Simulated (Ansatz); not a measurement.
The starting structures come from a database of crystals and need not be the phases stable at ambient conditions.

Where the default PAW files enter, the runs use the earlier of Ansatz's two default sets.

Inside the gap of an insulator the Bloch states are evanescent, with a wavenumber k + iκ along the transport direction.

Given:

```yaml
crystal:
  lattice:
    - [3.20471, 0.00000, 0.00000]
    - [0.00000, 3.20471, 0.00000]
    - [1.60235, 1.60235, 2.33405]
  atoms:
    - { symbol: B, position: [0.00000, 0.00000, 0.00000] }
    - { symbol: P, position: [0.75000, 0.25000, 0.50000] }
```

Space group of this cell: I-4m2. The cell is strained (lengths along the current scaled by 1.03, ions clamped); by r2SCAN its mean pressure is -4.3 GPa.

Transport runs along the normal of the first two printed cell vectors, the (001) (indices of the unstrained crystal) plane of the conventional cell.

The gap is the functional's own. No spin-orbit coupling. Mid-gap values are those at the computed energy nearest the middle.

Problem. Predict the band gap and the smallest decay constant κ at mid-gap from r2SCAN (Ansatz, a first-principles code).

Solution. Gap 1.22 eV on a 12×12×12 mesh; κ = 0.170 1/Å, at the zone centre.
